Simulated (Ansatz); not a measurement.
# KF: band gap against strain

KF (rock salt, Fm-3m, 18.681 Å³/atom at rest) under an equal strain ε in the (001) plane with the normal axis free, as in a coherent film. PBEsol in Ansatz, a plane-wave DFT program (PAW, default set), 420 eV, 11×11×11 Γ-centred mesh, Fermi-Dirac smearing 0.05 eV; ions are relaxed within the symmetry of each cell. Gaps are the smallest over the k-mesh and a band path, without spin-orbit coupling; in all rows the valence edge lies at Γ and the conduction edge at Γ.

Here s stands for strain and Eg for gap.

| strain (%) | gap (eV) |
|---|---|
| -3.00 | ? |
| -1.50 | 6.258 |
| -1.00 | 6.223 |
| -0.50 | 6.188 |
| 0.00 | 6.151 |

Q: Fit Eg against s with a straight line, and predict the withheld value at s = -3.00.

A: Means: s -0.75000, Eg 6.2050. About the means, the sum of products is -0.089000 and the sum of squares of s is 1.2500; the slope is their ratio. Least squares gives Eg = 6.1516 - 0.07120·s. Residuals (row less fit): -0.0004, 0.0002, 0.0008, -0.0006; standard error 0.0008 (degrees of freedom: 2). Over these rows the gap moves by -7.1 ± 0.07 eV per unit strain. At the withheld row, Eg = 6.1516 - 0.07120 × (-3.0) = 6.3652 eV. The calculation gives 6.360 eV, 0.0052 eV below the prediction (2.5 % of the range of Eg in the table). The row lies outside the fitted rows, so this is an extrapolation. From the scatter of the fitted rows alone, a prediction at this place has a standard error of 0.0018 eV, so the miss is 2.9 times that.

One order more, fitted to all 7 runs of the series, follows each within 0.001, so the miss is the next term of a smooth law. Rows are the converged runs of the series near zero and its far end; series whose fitted rows scatter by over a few per cent of the range, as at a crossing or softening among them, aren't shown in this form. Most that stay on the fit to the last digits aren't either.
